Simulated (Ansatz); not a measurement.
The starting structures come from a database of crystals and need not be the phases stable at ambient conditions.

 Where the default PAW files enter, the runs use the earlier of Ansatz's two default sets.

Input:

```
MgSe
1.0
    3.86607     0.00000     0.00000
    0.00000     3.86607     0.00000
    1.93304    -1.93304     2.73373
Mg Se
1 1
Direct
  0.00000   0.00000   0.00000
  0.50000   0.50000   0.00000
```

Space group of this cell: Fm-3m, rock salt. The cell is taken as given.

The current runs along the normal of the first two printed vectors, the (001) plane. All runs by Ansatz (an electronic-structure program), plane waves and PAW, without spin-orbit coupling; the base is r2SCAN.

| run | mean pressure (GPa) | gap (eV) | mid-gap κ (1/Å) |
|---|---|---|---|
| base | 0.2 | 2.49 | 0.197 |
| all lengths scaled by 0.98 | 4.8 | [?] | [?] |
| all lengths scaled by 1.02 | -3.3 | [?] | [?] |
| lda in place of r2scan | -2.7 | [?] | [?] |
| lengths across the current scaled by 0.98, ions clamped | 3.2 | 2.47 | 0.200 |
| lengths across the current scaled by 1.02, ions clamped | -2.2 | 2.33 | 0.193 |
| lengths along the current scaled by 0.97, ions clamped | 2.5 | 2.40 | 0.213 |
| pbesol in place of r2scan | -0.6 | 1.76 | 0.148 |

### Question
What belongs in the gaps?

### Answer

- all lengths scaled by 0.98, gap (eV): 2.60
- all lengths scaled by 0.98, mid-gap κ (1/Å): 0.210
- all lengths scaled by 1.02, gap (eV): 2.38
- all lengths scaled by 1.02, mid-gap κ (1/Å): 0.183
- lda in place of r2scan, gap (eV): 1.65
- lda in place of r2scan, mid-gap κ (1/Å): 0.141
